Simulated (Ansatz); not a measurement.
Reference: Ag (Fm-3m), PBEsol, DFPT electron-phonon coupling, linearised Boltzmann equation (plane waves, PAW, scalar-relativistic; Ansatz, a program for electronic structure); geometry: relaxed with this functional, without spin-orbit coupling.

```
Ag
1.0
    0.00000     2.02663     2.02663
    2.02663     0.00000     2.02663
    2.02663     2.02663     0.00000
Ag
1
Direct
  0.00000   0.00000   0.00000
```

| Property | Result |
|---|---|
| resistivity at 300 K | 1.64 μΩ·cm |
| mean free path at 300 K | 52 nm |
| electron-phonon coupling λ | 0.124 |
| logarithmic mean phonon energy | 12.7 meV |

Problem. Replace Ag by Cu on the same sites and relax. What happens?

Solution. Cu (Fm-3m): volume per atom 16.6 to 11.3 Å³; resistivity at 300 K stays about the same (1.64 μΩ·cm to 1.66 μΩ·cm); mean free path at 300 K falls (52 nm to 40 nm); electron-phonon coupling λ stays about the same (0.124 to 0.119); logarithmic mean phonon energy rises (12.7 meV to 19.1 meV).

Problem. Swap Ag for Au, keeping the structure type. How do these values move?

Solution. Au (Fm-3m): volume per atom 16.6 to 17.0 Å³; resistivity at 300 K rises (1.64 μΩ·cm to 2.4 μΩ·cm); mean free path at 300 K falls (52 nm to 36 nm); electron-phonon coupling λ rises (0.124 to 0.169); logarithmic mean phonon energy falls (12.7 meV to 9.1 meV).

Problem. Swap Ag for Al, keeping the structure type. How do these values move?

Solution. Al (Fm-3m): volume per atom 16.6 to 16.1 Å³; resistivity at 300 K rises (1.64 μΩ·cm to 2.3 μΩ·cm); mean free path at 300 K falls (52 nm to 23 nm); electron-phonon coupling λ rises (0.124 to 0.40); logarithmic mean phonon energy rises (12.7 meV to 25 meV).

Moves up to 5 % count as about the same. Metals; harmonic phonons alone scatter; means over directions. The mean free path is weighted by the current that each state carries. Halving the electron mesh moves these values by up to 2 %; q meshes are mostly untested. Some of the runs warned that the eigensolver left states short of its tolerance. Spin-orbit coupling is left out.

The missing spin-orbit coupling matters most for Au (Fm-3m).
